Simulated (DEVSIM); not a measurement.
System: abrupt Si n-p junction, at 300 K.

```csv
layer (left to right),material,thickness (μm),Nd (cm⁻³),Na (cm⁻³),τn (s),τp (s)
1,Si,0.280,3.1e16,-,0.0009,0.0009
2,Si,35.0,-,4.6e17,0.0009,0.0009
```

Left contact: ohmic. Right contact: ohmic. Voltage is applied to the left contact. Recombination: SRH at mid-gap, Auger. Mobility is constant in doping.

This is a model device: material constants are rounded textbook-type values typed into the input, and sizes, dopings and lifetimes were drawn at random. Values at 300 K.

```tsv
parameter	Si
gap (eV)	1.124
affinity (eV)	4.05
permittivity	11.7
Nc (cm⁻³)	2.86e19
Nv (cm⁻³)	3.1e19
μn (cm²/Vs)	1417
μp (cm²/Vs)	470
Cn (cm⁶/s)	2.8e-31
Cp (cm⁶/s)	9.9e-32
```

Simulated with DEVSIM: 1D drift-diffusion, Boltzmann statistics, complete ionisation; no tunnelling, impact ionisation, image-force lowering or self-heating.

Problem. Tabulate band edges, carrier densities and field at -0.9 V on the left contact.

Solution. Energies count from the Fermi level of the right contact; mesh points crowd at the junctions.

| x (μm) | Ec (eV) | Ev (eV) | n (cm⁻³) | p (cm⁻³) | field (V/cm) |
|---|---|---|---|---|---|
| 0.000 | 1.077 | -0.048 | 3.1e16 | 3700 | -540 |
| 0.02616 | 1.075 | -0.049 | 3.3e16 | 1.8e15 | -520 |
| 0.07227 | 1.073 | -0.051 | 3.6e16 | 4.8e15 | -460 |
| 0.1562 | 1.069 | -0.055 | 4.1e16 | 9.8e15 | -330 |
| 0.2433 | 1.074 | -0.050 | 3.4e16 | 1.9e16 | 4100 |
| 0.2744 | 1.111 | -0.013 | 8.3e15 | 8.5e16 | 26000 |
| 0.2952 | 1.152 | 0.028 | 1.7e15 | 4.2e17 | 4000 |
| 0.3646 | 1.154 | 0.030 | 1.5e15 | 4.6e17 | -40 |
| 0.4916 | 1.153 | 0.030 | 1.5e15 | 4.6e17 | -40 |
| 0.7672 | 1.153 | 0.028 | 1.5e15 | 4.6e17 | -40 |
| 1.321 | 1.150 | 0.026 | 1.5e15 | 4.6e17 | -40 |
| 3.207 | 1.143 | 0.019 | 1.5e15 | 4.6e17 | -40 |
| 6.657 | 1.129 | 0.005 | 1.5e15 | 4.6e17 | -40 |
| 14.14 | 1.099 | -0.025 | 1.5e15 | 4.6e17 | -40 |
| 27.23 | 1.047 | -0.077 | 1.1e15 | 4.6e17 | -40 |
| 31.43 | 1.030 | -0.093 | 6.8e14 | 4.6e17 | -40 |
| 33.52 | 1.022 | -0.102 | 3.6e14 | 4.6e17 | -40 |
| 34.48 | 1.018 | -0.106 | 1.8e14 | 4.6e17 | -40 |
| 35.01 | 1.016 | -0.108 | 6.3e13 | 4.6e17 | -40 |
| 35.16 | 1.016 | -0.108 | 2.8e13 | 4.6e17 | -40 |
| 35.24 | 1.015 | -0.109 | 9.8e12 | 4.6e17 | -40 |
| 35.28 | 1.015 | -0.109 | 250 | 4.6e17 | -40 |
